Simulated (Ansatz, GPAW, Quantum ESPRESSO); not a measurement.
IrRu3 (P6_3/mmc, 8 atoms in the cell) computed with different codes at matched settings

Self-consistent single point.

```xyz
8
Lattice="5.3042 0.0000 0.0000 -2.6521 4.5935 0.0000 0.0000 0.0000 4.2124" Properties=species:S:1:pos:R:3 pbc="T T T"
Ru     0.0000     1.5233     1.0531
Ru     2.6521     3.0702     3.1593
Ru     3.9849     0.7617     3.1593
Ru    -1.3329     3.8319     1.0531
Ru     1.3329     3.8319     1.0531
Ru     1.3192     0.7617     3.1593
Ir     0.0000     3.0624     3.1593
Ir     2.6521     1.5312     1.0531
```

Shared settings, as Ansatz (a quantum-chemistry and plane-wave program) writes them: kpoints.mp_grid.grid = 5 5 5; scf.occupations.method = gaussian; scf.occupations.width = 0.272 eV. Potentials and cutoffs stand in the table.

| code | model | pressure (GPa) | largest force (eV/Å) | cutoff |
|---|---|---|---|---|
| Quantum ESPRESSO | LDA (PZ), GBRV 1.5 ultrasoft (LDA) pseudopotentials | 13.59 | 0.044 | 40 Ry |
| Ansatz | LDA (PW92), PAW files made with PBE | 13.63 | 0.030 | 420 eV |
| GPAW | LDA (Perdew-Wang 92), GPAW PAW datasets LDA (gpaw-data 1.0.1) | 11.34 | 0.028 | 600 eV |

On Ansatz's run: spin-orbit coupling is off. Spin polarisation is off.

The spread over the programs that give each value: pressure within 2.29 GPa; largest force within 0.016 eV/Å.

Ansatz's pressure is given at a fixed set of plane waves, as the other plane-wave codes print theirs; with its correction for the finite basis it is 13.88 GPa (the shift of 0.25 GPa shows how far the cutoff is from converged). The same LDA comes in different parametrisations, which differ slightly. In the pressure, GPAW (by 2.25) lies more than 1 GPa from the median of the plane-wave programs.

The starting cell comes from a database of computed structures (which also holds hypothetical and non-ambient phases and stackings), without a prior relaxation at this level. Its lattice was rescaled by a random factor within 2.5 % of one.

Left out of this page: Elk (not drawn, or without a comparable value).

Keys are those of Ansatz 0.2.
